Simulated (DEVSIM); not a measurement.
System: Al0.4Ga0.6As/GaAs n-p heterojunction, at 300 K.

| layer (left to right) | material | thickness (μm) | Nd (cm⁻³) | Na (cm⁻³) | τn (s) | τp (s) |
|---|---|---|---|---|---|---|
| 1 | Al0.4Ga0.6As | 0.0820 | 2e17 | - | 4.3e-10 | 4.3e-10 |
| 2 | GaAs | 0.160 | - | 1.1e17 | 4.3e-10 | 4.3e-10 |

Left contact: ohmic. Right contact: ohmic. Voltage is applied to the left contact. Recombination: SRH at mid-gap. Mobility is μmin + (μ − μmin)/(1 + (N/Nref)^α).

This is a model device: material constants are rounded textbook-type values typed into the input, and sizes, dopings and lifetimes were drawn at random. Values at 300 K.

| parameter | Al0.4Ga0.6As | GaAs |
|---|---|---|
| gap (eV) | 1.9228 | 1.424 |
| affinity (eV) | 3.754 | 4.07 |
| permittivity | 11.76 | 12.9 |
| Nc (cm⁻³) | 7.93e17 | 4.7e17 |
| Nv (cm⁻³) | 9e18 | 9e18 |
| μn (cm²/Vs) | 3220 | 8500 |
| μp (cm²/Vs) | 158 | 400 |
| μn,min | 500 | 500 |
| μp,min | 20 | 20 |
| Nref,n | 6e16 | 6e16 |
| Nref,p | 1.5e17 | 1.5e17 |
| αn | 0.39 | 0.39 |
| αp | 0.38 | 0.38 |

DEVSIM, 1D drift-diffusion, Boltzmann statistics, complete ionisation; no tunnelling, impact ionisation, image-force lowering or self-heating. Band offsets follow the typed affinities; no thermionic-emission limit at abrupt steps, no polarisation charge.

Task: Tabulate band edges, carrier densities and field at zero bias.

Result: Energies count from the Fermi level of the right contact; mesh points crowd at the junctions.

```
x (μm)    Ec (eV)  Ev (eV)  n (cm⁻³)  p (cm⁻³)  field (V/cm)
--------  -------  -------  --------  --------  ------------
0.000       0.036   -1.887    2.0e17     < 1e2          3800
0.002947    0.037   -1.886    1.9e17     < 1e2          4000
0.007025    0.039   -1.884    1.8e17     < 1e2          4900
0.01376     0.043   -1.880    1.5e17     < 1e2          8400
0.02749     0.065   -1.857    6.3e16     < 1e2         28000
0.04422     0.147   -1.776    2.7e15     < 1e2         73000
0.05937     0.293   -1.630    9.6e12     < 1e2        120000
0.07108     0.453   -1.469    1.9e10     < 1e2        160000
0.07682     0.548   -1.375     5.0e8     < 1e2        170000
0.08055     0.614   -1.308     3.8e7     < 1e2        180000
0.08285     0.340   -1.084    9.2e11     < 1e2        170000
0.08790     0.424   -1.000    3.5e10       140        160000
0.09367     0.516   -0.908     1.0e9      4900        150000
0.1035      0.659   -0.765   4000000   1300000        140000
0.1260      0.933   -0.491       100    5.0e10        100000
0.1517      1.150   -0.274     < 1e2    2.2e14         64000
0.1845      1.282   -0.142     < 1e2    3.6e16         19000
0.2076      1.305   -0.119     < 1e2    8.9e16          4200
0.2249      1.309   -0.115     < 1e2    1.0e17          1200
0.2331      1.310   -0.114     < 1e2    1.1e17           770
0.2379      1.310   -0.114     < 1e2    1.1e17           650
0.2420      1.310   -0.114     < 1e2    1.1e17           620
```
